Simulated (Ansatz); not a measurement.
Q: Name crystals whose hole conductivity mass lies between 1.24 and 1.93 mₑ and whose Seebeck coefficient, p-type 1e19 cm⁻³ lies between 350 and 550 μV/K, by PBEsol, rigid bands (Ansatz, a program for electronic structure).

A: Many crystals can fit; among those computed here:
- SiS2 (I-42d): 1.26 mₑ, 439 μV/K
- Sr$_{2}$SnO$_{4}$ (I4/mmm): 1.55 mₑ, 438 μV/K

Masses are for dilute carriers at 300 K, harmonic means over directions unless an axis is named. Seebeck coefficients are for the stated density at 300 K, with one relaxation time for all states and whether or not that doping can be reached. Spin-orbit coupling is left out.

Formula and space group known from diffraction (Crystallography Open Database), not checked to be the room-temperature form: SiS2 (I-42d), Sr2SnO4 (I4/mmm).
